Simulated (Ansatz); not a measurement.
Troubleshooting Ansatz (a quantum-chemistry and plane-wave program): a failed run on Ru₃Pt (Fm-3m, 4 atoms in the cell). The aim is a self-consistent single point with DFT, PBE, plane waves, default PAW files.

Cell that was meant: a = 4.5498 Å, b = 4.5498 Å, c = 4.5498 Å, α = 60.00°, β = 60.00°, γ = 60.00°.

Part of the input:

Ansatz 0.2 input:
```yaml
kpoints:
  mp_grid:
    grid: [7, 7, 7]
    shift: [1, 1, 1]
hamiltonian:
  xc: pbe
  pseudopotentials:
```

The program printed (abridged):

```
Error: invalid value for `kpoints.mp_grid.shift`: each number counts steps of the mesh from Γ, half a step is 0.5 and a whole step moves no point: type 0.5 for a flag of 1, and leave whole steps out of any other number: each must be finite and in (-1, 1); got [1, 1, 1]
```

Q: Read the log: what does the program object to, and what is the fix?

A: The fault is a mesh shift typed as a flag of 1. The shift is counted in steps of the mesh here, so half a step is 0.5; the flag 1 belongs to another code's convention. To fix it, type 0.5 for half a step, or no shift. The program stopped before any SCF iteration.

An input that runs soundly differs in these lines (not the only fix; some lines may just follow from the change or write a value another way):
```diff
-    shift: [1, 1, 1]
```

With that input, the run converged in 6 iterations: free energy E − TS (on the zero of these files) -30156.2039 eV; Fermi level (on the code's own zero) 18.88 eV; pressure -24.27 GPa (DFT, PBE, plane waves, default PAW files).

On the sound input: the starting cell was generated: these elements placed on a structure prototype, without a prior relaxation; it need not be a known phase or ordering of this composition. Spin polarisation is off. With a pressure of about -24 GPa the cell is away from its equilibrium volume at this level. Ansatz's pressure includes its estimate of the finite-basis (Pulay) stress.
